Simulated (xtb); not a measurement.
xtb 6.7.1, GFN1-xTB: Cd(F)(k2OAc)(tmeda) (CC1[O][Cd]2([F])(<-[O]=1)<-[N](C)(C)CC[N]->2(C)C), 33 atoms. The geometry is a generated start, not checked to be a minimum at this level.

```
Item                                                                                                            Value
------------------------  -------------------------------------------------------------------------------------------
method                                                                                                       GFN1-xTB
--acc                                                                                                     1 (default)
--etemp (K)                                                                                             300 (default)
detailed input (--input)  none: ANC optimiser, Lindh (1995) Hessian, microcycle=20, maxdispl=1.0, hlow=0.01 (default)
basis functions                                                                                                    94
valence electrons                                                                                                  82
```

Charge 0 and multiplicity 1 are set for this test and not shown to be the ground state.

The structure is relaxed from this start with --opt LEVEL for the levels crude, sloppy, loose, lax, normal, tight, vtight, extreme, once each. Up to the end of the extreme run atoms move by at most 0.58 Å along an axis.

Which level is enough to come within 1 meV of the tightest end point?

normal: 32 cycles against 44, ending 0.36 meV above.

```json
[
 {"level": "crude", "cycles": "4", "energy above the extreme run (meV)": "32", "gradient norm (eV/Å)": "0.45"},
 {"level": "sloppy", "cycles": "7", "energy above the extreme run (meV)": "22", "gradient norm (eV/Å)": "0.11"},
 {"level": "loose", "cycles": "14", "energy above the extreme run (meV)": "9.2", "gradient norm (eV/Å)": "0.13"},
 {"level": "lax", "cycles": "20", "energy above the extreme run (meV)": "3.6", "gradient norm (eV/Å)": "0.063"},
 {"level": "normal", "cycles": "32", "energy above the extreme run (meV)": "0.36", "gradient norm (eV/Å)": "0.0094"},
 {"level": "tight", "cycles": "35", "energy above the extreme run (meV)": "0.24", "gradient norm (eV/Å)": "0.0049"},
 {"level": "vtight", "cycles": "44", "energy above the extreme run (meV)": "under 0.01", "gradient norm (eV/Å)": "0.0024"},
 {"level": "extreme", "cycles": "44", "energy above the extreme run (meV)": "—", "gradient norm (eV/Å)": "0.0024"}
]
```
